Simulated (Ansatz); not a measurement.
**Si: isotropic strain −3.00 %**

Base system: Si in the diamond structure (space group Fd-3m, No. 227; a = 5.4703 Å).

Modification: an isotropic linear strain of −3.00 %; the atoms relax in the strained cell.

All numbers come from PBE (Ansatz, a first-principles code; PAW; 420 eV plane waves; without spin-orbit coupling). k-mesh 10×10×10 (Γ-centred); smearing 0.05 eV (Fermi–Dirac).

```json
[
 {"quantity": "volume per atom", "base": "20.46 Å³", "changed": "18.68 Å³", "shift": "-1.787 Å³"},
 {"quantity": "space group", "base": "Fd-3m (No. 227)", "changed": "Fd-3m (No. 227)", "shift": "–"},
 {"quantity": "shortest interatomic distance", "base": "2.369 Å", "changed": "2.298 Å", "shift": "-0.071 Å"},
 {"quantity": "energy relative to the base (free energy F)", "base": "0 meV/atom", "changed": "+51 meV/atom", "shift": "+51 meV/atom"},
 {"quantity": "pressure", "base": "0.00 GPa", "changed": "9.84 GPa", "shift": "+9.849 GPa"},
 {"quantity": "band gap", "base": "0.61 eV", "changed": "0.44 eV", "shift": "-0.178 eV"},
 {"quantity": "gap character", "base": "indirect, Γ → Γ–X (87 % along)", "changed": "indirect, Γ → Γ–X (87 % along)", "shift": "–"},
 {"quantity": "smallest direct gap", "base": "2.55 eV", "changed": "2.59 eV", "shift": "+0.034 eV"},
 {"quantity": "mean gap deformation potential ΔEg/Δln V", "base": "–", "changed": "+1.9 eV", "shift": "–"},
 {"quantity": "width of the top valence band", "base": "3.76 eV", "changed": "4.16 eV", "shift": "+0.40 eV"},
 {"quantity": "electron mass", "base": "0.94 mₑ along k, 0.20 mₑ across (off the special points)", "changed": "0.94 mₑ along k, 0.19 mₑ across (off the special points)", "shift": "–"},
 {"quantity": "hole mass (degenerate bands, along [100])", "base": "0.16, 0.27, 0.27 mₑ (at Γ)", "changed": "0.20, 0.25, 0.25 mₑ (at Γ)", "shift": "–"},
 {"quantity": "valley order (the lowest conduction-band minima on the path, energy above the VBM, named in the base's zone)", "base": "a point along ⟨100⟩, about 1.0 Å⁻¹ from Γ 0.61 eV; L along ⟨111⟩ 1.46 eV", "changed": "a point along ⟨100⟩, about 1.0 Å⁻¹ from Γ 0.44 eV; L along ⟨111⟩ 1.78 eV", "shift": "–"}
]
```

Cost of the whole job for the changed cell (relaxation, final SCF and bands): around 4 core-seconds (rough).

Effective masses come from finite differences of ±0.01 Å⁻¹. Along k means along the line from Γ to the band edge. Gaps are read on the SCF mesh and a high-symmetry path. Whether these cells are dynamically stable was not tested.
